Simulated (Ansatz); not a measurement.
**A computed series for ZnS: response to strain**

The reference is ZnS in the wurtzite structure (space group P6_3mc, No. 186).

```
ZnS
1.0
    3.73826     0.00000     0.00000
   -1.86913     3.23743     0.00000
    0.00000     0.00000     6.14288
Zn S
2 2
Cartesian
  0.00000   2.15829   0.00363
  1.86913   1.07914   3.07507
  0.00000   2.15829   2.29995
  1.86913   1.07914   5.37139
```

Cartesian axes are those of the cell as printed.

Strains are applied to the cell and any free atomic positions relax.

Computed with plane-wave PAW DFT at the LDA level (Ansatz, a first-principles code, 420 eV), spin-orbit coupling left out.

| uniaxial strain ε_zz (%) | band gap (eV) |
|---|---|
| 0 | 2.19 |
| 0.6 | 2.14 |
| 1.2 | 2.10 |
| 1.8 | 2.05 |
| 2.4 | ? |
| 3 | 1.95 |

Problem. Fit E_g = E₀ + Dε (ε in %) to the rows shown and predict the withheld row.

Solution. Least squares on the printed values gives E₀ = 2.19 eV, D = -79.5 meV per % of strain (largest residual 0.00 eV); this predicts 2.00 eV, and the run gives 2.00 eV, in agreement.

Stability against distortions was not tested.
